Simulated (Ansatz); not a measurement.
A 16-atom cell of (W,Ta) started in the body-centred cubic structure, site fractions W 0.875, Ta 0.125, short-range order 0.00 among the nearest mixed sites of the first mixed sublattice (0 is random, a negative value favours unlike neighbours), space group C2/m at the end, an ordered arrangement that its symmetry holds. The mixed sublattice has 16 sites.

The mixing enthalpy is taken against the end members in the body-centred cubic type, relaxed in the same cell and mesh.

Method: PBE (plane waves to 420 eV, PAW; Ansatz, an electronic-structure program). Scalar-relativistic, without spin–orbit coupling; the runs are not spin-polarised; with elements this heavy it can move edges by tenths of an eV. Its k-point mesh 5×6×5, Fermi–Dirac width 0.05 eV.

```json
[
 {"cell": "W", "energy at zero smearing (eV)": "-166157.193"},
 {"cell": "Ta", "energy at zero smearing (eV)": "-158916.010"},
 {"cell": "TaW7", "energy at zero smearing (eV)": "-165252.799"}
]
```

### Question
Work out the mixing enthalpy per mixed site and the interaction parameter Ω of a regular solution.

### Answer
With x = 2/16 of the second end member, ΔH = [-165252.799 − 14/16 × (-166157.193) − 2/16 × (-158916.010)] / 16 = -47.1 meV against the separate end members. Ω = ΔH / x(1 − x) = -431 meV.
